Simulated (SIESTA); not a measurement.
A user runs SIESTA on Sc2Cu2O5 (Pm, 9 atoms in the cell) and asks whether the run is sound. The aim is a self-consistent single point with DFT, GGA PBEsol, numerical atomic orbitals DZP, PseudoDojo PBEsol standard norm-conserving potentials (rewritten from UPF to PSML).

Cell that was meant: a = 5.6792 Å, b = 3.4200 Å, c = 5.9089 Å, α = 90.00°, β = 106.94°, γ = 90.00°.

Part of the input:

```
PAO.BasisSize                DZP
PAO.EnergyShift              0.005 Ry
MeshCutoff                   300 Ry
OccupationFunction           FD
ElectronicTemperature        100.0 meV

MaxSCFIterations             150
```

Output (repeated stretches shortened):

```
reinit: Reading from file input.fdf

reinit: System Name: Sc2Cu2O5
reinit: System Label: siesta

   [... lines left out ...]
Gamma-point calculation with interaction between periodic images
Gamma-point calculation with interaction between periodic images
Some features might not work optimally:
Some features might not work optimally:
e.g. DM initialization from atomic data
e.g. DM initialization from atomic data
new_DM -- step:     1
Initializing Density Matrix...

Attempting to read DM from file... Failed...
DM filled with atomic data:

InitMesh: MESH = 60 x 36 x 60 = 129600
InitMesh: Mesh cutoff (required, used) =   300.000   306.228 Ry

stepf: Fermi-Dirac step function
        iscf     Eharris(eV)        E_KS(eV)     FreeEng(eV)     dDmax    Ef(eV) dHmax(eV)
   scf:    1   -11004.345520   -13811.618920   -13812.099374  2.444433 -0.925024169.102365
   scf:    2   -14767.695445   -15140.498961   -15140.789430  2.202706 -7.544560 31.932566
   scf:    3   -15186.478014   -15169.436194   -15169.554533  0.716529 -7.485952 16.586999
   scf:    4   -15181.711072   -15176.122879   -15176.189348  0.146623 -7.181088 13.192950
   scf:    5   -15184.922013   -15180.770866   -15180.817256  0.119722 -6.830221 10.071894
   [... 16 lines left out ...]
   scf:   22   -15186.697672   -15186.697669   -15186.835775  0.000014 -5.908394  0.000387
   scf:   23   -15186.697683   -15186.697676   -15186.835775  0.000018 -5.908383  0.000200
   scf:   24   -15186.697681   -15186.697679   -15186.835775  0.000014 -5.908370  0.000077
   scf:   25   -15186.697682   -15186.697680   -15186.835775  0.000004 -5.908363  0.000052
SCF Convergence by DM+H criterion
max |DM_out - DM_in|         :     0.0000041696
max |H_out - H_in|      (eV) :     0.0000515501
SCF cycle converged after 25 iterations

Using DM_out to compute the final energy and forces

siesta: E_KS(eV) =           -15186.6977

siesta: E_KS - E_eggbox =    -15186.6977

siesta: Atomic forces (eV/Ang):
     1   -0.168021    0.000000    0.272642
     2    0.014393    0.000000   -0.031944
     3    0.060658   -0.000000   -0.046447
     4   -1.723073   -0.000000    0.363367
     5    1.133871   -0.000000   -0.926369
     6    0.287820   -0.000000   -0.856389
     7   -0.288581   -0.000000    1.216939
     8   -1.400034    0.000000    0.657913
     9    2.075542   -0.000000   -0.655197
   Tot   -0.007427   -0.000000   -0.005483
   [... lines left out ...]
siesta: FreeEng =    -15186.835775
siesta: Cell volume =        109.789485 Ang**3
siesta:         -56.94705257        -50.93812319  kBar
   [... lines left out ...]

Mulliken Atomic Populations:
Atom #   charge [q] valence [e]  Species
     1     1.360383    9.639617  Sc
     2     1.331176    9.668824  Sc
     3     0.368519   18.631481  Cu
     4     0.613629   18.386371  Cu
     5    -0.749481    6.749481  O
     6    -0.788699    6.788699  O
     7    -0.759635    6.759635  O
     8    -0.776391    6.776391  O
     9    -0.599502    6.599502  O
 Total     0.000000
```

Question: Is this run sound? If not, what is wrong?

Answer: The run is not sound. The fault is a single k-point for a small cell. The zone centre alone samples the bands of a small cell poorly; it suits large supercells. To fix it, use a k-point mesh or a larger supercell. The run converged in 25 iterations without an error; against the sound input the free energy rises by 193 meV/atom, the pressure goes from -5.30 to -5.69 GPa and the largest force goes from 0.299 to 2.177 eV/Å.

An input that runs soundly differs in these lines (not the only fix; some lines may just follow from the change or write a value another way):
```diff
+%block kgrid.MonkhorstPack
+    5   0   0  0.5
+    0   7   0  0.5
+    0   0   4  0.5
+%endblock kgrid.MonkhorstPack
```

With that input, the run converged in 25 iterations: free energy E − TS -15188.5698 eV; top of the valence band (on the code's own zero) -5.75 eV; gap on the k-point mesh 0.12 eV; pressure -5.30 GPa; largest force (vector length) 0.299 eV/Å (DFT, GGA PBEsol, numerical atomic orbitals DZP, PseudoDojo PBEsol standard norm-conserving potentials (rewritten from UPF to PSML)).

On the sound input: the starting cell comes from a database of computed structures (which also holds hypothetical and non-ambient phases and stackings), without a prior relaxation at this level. Spin polarisation is off, so a magnetic state, if there is one, cannot be reached. Values carry the incompleteness of an atom-centred basis. With a pressure of about -5 GPa the cell is away from its equilibrium volume at this level. The shifted mesh does not hold Γ, so a gap read on it misses any band edge there.
